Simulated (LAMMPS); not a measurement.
LAMMPS 22 Jul 2025, classical MD, Stillinger-Weber (Si.sw): Si, 32768 atoms.

```yaml
task: MD, nve
potential: Stillinger-Weber, Si.sw
copies_of_the_repeat_unit: 16×16×16
shape (slab and sphere leave vacuum in the box): slab
temperature: 800 K
steps: 2000
timestep: 1 fs
neighbor_skin: 2 Å
neigh_modify: every 1 delay 0 check yes
thermo: 100
newton: on (default)
atom_modify sort (bins of 2 Å where set): 1000 (default)
comm_style: brick (default)
box: 86.9 × 86.9 × 260.7 Å, the slab in its lowest third along z, the rest vacuum
start: generated diamond lattice, warmed in an untimed run
compared_values: energy and forces of the first step, drift over the run
```

It runs on a single node (Intel Xeon 6 (Granite Rapids), 96 cores on 1 socket, 2 hardware threads a core, 3 L3 cache groups, 3 NUMA nodes).

Each time is the median wall time of two to five repeats, run one at a time on the otherwise empty machine; start-up is included. Processes are pinned to neighbouring cores unless said otherwise. The build: conda-forge: Open MPI, OPENMP and OPT packages, FFTW; another build can shift the numbers. Scratch files lie in a memory file system. A preparatory run goes ahead and isn't timed.

All on 64 ranks. The candidates, on 64 cores each, agree within 1.0 meV/atom in energy, 10 meV/Å in forces on 48 atoms, 0.20 meV an atom in drift of the total energy:
A. balance = fix b all balance 200 1.1 shift xyz 10 1.05 weight time 0.8, processors = * * * (default)
B. balance = none (default), processors = * * * (default)
C. balance = none (default), processors = 4 4 4
D. balance = fix b all balance 200 1.1 shift xyz 10 1.05, processors = * * * (default)

**Question.** Which would you take for the shortest time to solution?

**Answer.** A and D, at 1.9 s, level within 8 % or the scatter of repeats. At the other end C takes 2.0× as long.

| candidate | wall time | repeats | neighbour list builds |
|---|---|---|---|
| A | 1.9 s | 3 runs within 8 % | 36 |
| D | 1.9 s | 3 runs within 8 % | 36 |
| B | 3.6 s | 3 runs within 6 % | 30 |
| C | 3.6 s | 3 runs within 3 % | 30 |

From the slowest to the fastest: The largest move is in communication and waiting (Comm): 1.3 s to 0.26 s. The slowest rank's pair time is 3.02 times the mean in the first run and 1.06 times in the second; the others wait. As resolved by the program: grid of ranks 4 by 4 by 4 against 2 by 4 by 8. Launch, exit and the like take 0.69 s of the 1.9 s.
